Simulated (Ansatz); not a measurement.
# SiO2 (I-42d, No. 122, 6 atoms in the cell; start mp-546794; a measured phase of this formula has another space group)

Computed with HSE06 (Ansatz, a quantum-chemistry and plane-wave program, PAW).

Settings: plane-wave cutoff 500 eV, 6×6×6 k mesh, gaussian smearing 0.02 eV, scalar-relativistic PAW data made under PBE.

Cell (relaxed with r²SCAN):

```cif
data_O8Si4
_chemical_formula_sum 'Si4 O8'
_space_group_name_H-M_alt 'I-42d'
_space_group_IT_number 122
_space_group_name_Hall 'I -4 2bw'
_cell_length_a 4.94874
_cell_length_b 4.94874
_cell_length_c 7.31767
_cell_angle_alpha 90.000
_cell_angle_beta 90.000
_cell_angle_gamma 90.000
loop_
_atom_site_label
_atom_site_type_symbol
_atom_site_symmetry_multiplicity
_atom_site_Wyckoff_symbol
_atom_site_fract_x
_atom_site_fract_y
_atom_site_fract_z
_atom_site_occupancy
Si1 Si 4 a 0.00000 0.00000 0.00000 1
O1 O 8 d 0.09747 0.25000 0.12500 1
```
(The calculation used a cell of 6 atoms; values per cell refer to that cell.)

For SiO2 (I-42d, No. 122, 6 atoms in the cell; start mp-546794; a measured phase of this formula has another space group), the band gap is 7.71 eV (on the SCF k mesh).

Note: cell and atoms aren't relaxed at this level (largest force component 0.06 eV/Å).

The computed numbers hold no vibrational or temperature effects.

A start named mp-… is a Materials Project structure, which need not be a measured phase.
